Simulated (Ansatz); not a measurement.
Worked calculations on one periodic cell of amorphous Si$_{24}$O$_{47}$F$_{2}$: Si24O47F2, 73 atoms, volume 1109.7 Å³, made by a melt-quench on the CHGNet potential and relaxed with DFT. O and F atoms were pushed apart under 1.9 Å during the dynamics, to hinder bonds among them. It is a model cell: composition and starting density were chosen by hand, and all elements were melted together. Computed with PBE, scalar-relativistic without spin-orbit coupling (plane waves to 420 eV, PAW; Ansatz, a first-principles code). Sampling: a 2×2×2 Γ-centred mesh; Fermi-Dirac width 0.02 eV; no spin polarisation. Its volume was relaxed, its shape was free, and it stands at a mean pressure of 0.0 GPa with stress components up to 0.1 GPa; the relaxation ran on the zone centre alone. Its density went from a set 2.19 to 2.19 g/cm³. The cell is small and was quenched far faster than a real film, so it is one sample of the glass.

Q: Count formal charges (Si +4, O -2, F -1). What does the count lead one to expect at the Fermi level, and what does the calculation give?

A: 24 × (+4) + 47 × (-2) + 2 × (-1) = 0. The charges balance, so the anion-derived valence states can be full and a gap can open. On this mesh the highest filled and lowest empty level lie 5.41 eV apart, the PBE gap of this cell, with a localised state at one edge or both.

The cell was scaled and its atoms relaxed again at each volume (the zone centre alone): 1076.4 Å³, 1.45 GPa; 1109.7 Å³, -0.01 GPa; 1176.2 Å³, -2.80 GPa.

Q: Estimate the bulk modulus over this range from B = −dP/d ln V.

A: Between the ends: −(-2.80 − 1.45) / ln(1176.2/1076.4) = 48 GPa, a mean over the range at 0 K with the atoms relaxed.
